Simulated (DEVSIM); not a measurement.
Device: abrupt Si n-p junction, at 400 K.

Layer 1 from the left is Si, thickness (μm) 31.0, Nd (cm⁻³) 3.6e16, τn (s) 1.5e-6, τp (s) 1.5e-6. Layer 2 from the left is Si, thickness (μm) 26.0, Na (cm⁻³) 1.6e14, τn (s) 1.5e-6, τp (s) 1.5e-6.

Left contact: ohmic. Right contact: ohmic. Voltage is applied to the left contact. Recombination: SRH at mid-gap, radiative. Mobility is μmin + (μ − μmin)/(1 + (N/Nref)^α).

Constants are typed, rounded textbook-type inputs, not results; the design itself was drawn at random and stands for no fabricated device. Values at 300 K; Nc and Nv go as T^1.5, mobilities as T to minus their exponent, the gap by Varshni's rule with the affinity fixed.

Si: gap (eV) 1.124, affinity (eV) 4.05, permittivity 11.7, Nc (cm⁻³) 2.86e19, Nv (cm⁻³) 3.1e19, μn (cm²/Vs) 1417, μp (cm²/Vs) 470, μn,min 52, μp,min 45, Nref,n 9.7e16, Nref,p 2.2e17, αn 0.68, αp 0.72, T exponent of μn 2.3, T exponent of μp 2.2, B (cm³/s) 4.7e-15, Varshni α (eV/K) 0.000473, Varshni β (K) 636.

Simulated with DEVSIM: 1D drift-diffusion, Boltzmann statistics, complete ionisation; no tunnelling, impact ionisation, image-force lowering or self-heating.

Question: What does the simulation give for the potential step across the device at zero bias, the largest field in the device at zero bias, the dark forward voltage at 1 A/cm²?

Answer: potential step across the device at zero bias 0.417 V; largest field in the device at zero bias 12000 V/cm; dark forward voltage at 1 A/cm² 0.313 V.
